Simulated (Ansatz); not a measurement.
System: fluorite CoSi2. Method: r²SCAN (plane waves, PAW; Ansatz, an electronic-structure program).

A relaxed, unreconstructed slab of the (111) face has 18 atoms, two equal faces of 12.233 Å² each and an energy of -38462.7633 eV. A bulk cell of 9 atoms with the same orientation and in-plane k mesh has -19232.6842 eV. Energies are extrapolated to zero smearing.

Numerical settings: plane-wave cutoff 500 eV, 18×18×1 k mesh (along the axes of the cell as run), Fermi–Dirac smearing 0.05 eV, scalar-relativistic PAW data made under PBE.

Worked out: γ = (E_slab − N E_bulk per atom)/2A = [-38462.7633 − 18 × (-19232.6842/9)]/(2 × 12.233) = 0.1065 eV/Å². With 16.022 J/m² per eV/Å² this is 1.71 J/m², or 1.30 eV per surface cell and face.
